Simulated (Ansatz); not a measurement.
SiC, pressure series

Take SiC in the zinc blende structure (space group F-43m, No. 216) as the base.

```
SiC
1.0
    0.00000     2.17817     2.17817
    2.17817     0.00000     2.17817
    2.17817     2.17817     0.00000
Si C
1 1
Cartesian
  0.00000   0.00000   0.00000
  1.08908   1.08908   1.08908
```

Cell and atoms are relaxed at each pressure.

Method: r2SCAN (Ansatz, a first-principles code, PAW, scalar-relativistic without spin-orbit coupling).

Notes on the quantities. enthalpy: H = E + PV relative to the base's energy.

```
variant            smallest direct gap  lattice parameter a       enthalpy
-----------------  -------------------  -------------------  -------------
base                           5.05 eV              4.356 Å              –
pressure −2 GPa                5.04 eV              4.369 Å  -0.13 eV/atom
pressure −1 GPa                5.04 eV              4.363 Å  -0.06 eV/atom
pressure 0.9 GPa               5.05 eV              4.351 Å  +0.06 eV/atom
pressure 2.1 GPa               5.06 eV              4.343 Å  +0.13 eV/atom
pressure 4.5 GPa               5.07 eV              4.329 Å  +0.29 eV/atom
pressure 9 GPa                 5.09 eV              4.303 Å  +0.57 eV/atom
pressure 15 GPa             (withheld)           (withheld)  +0.94 eV/atom
pressure 22.5 GPa              5.15 eV              4.236 Å  +1.39 eV/atom
pressure 30 GPa                5.17 eV              4.203 Å  +1.83 eV/atom
```

**Question.** What belongs in the blanks?

**Answer.** 
- pressure 15 GPa, smallest direct gap: 5.12 eV
- pressure 15 GPa, lattice parameter a: 4.272 Å

Load acts through the strain it causes; cell and atoms are relaxed under it. Whether these cells are dynamically stable was not tested. No other phases were tried under pressure.
